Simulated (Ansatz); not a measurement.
## GaN, pressure series

The reference is GaN in the wurtzite structure (space group P6_3mc, No. 186; a = 3.219 Å, c = 5.244 Å).

Cell and atoms are relaxed at each pressure.

Computed with Kohn–Sham DFT with the PBE functional, run in Ansatz (a program for electronic structure) with PAW and 420 eV plane waves, no SOC, earlier PAW set.

Candidates:
(a) pressure 15 GPa
(b) pressure 100 GPa
(c) pressure 30 GPa

Before the change:

| Quantity | Result |
|---|---|
| Band gap | 1.71 eV |

Problem. Order them by band gap, highest first.

Solution. (b) pressure 100 GPa (3.66 eV), (c) pressure 30 GPa (2.58 eV), (a) pressure 15 GPa (2.20 eV)

Load acts through the strain it causes; cell and atoms are relaxed under it. Whether these cells are dynamically stable was not tested. Measured, GaN leaves this structure (for rock salt) near 47 GPa (temperature not stated; as listed in Datta, Sujoy, Jana, Debnarayan, arXiv (2020)), on rising pressure, with hysteresis.
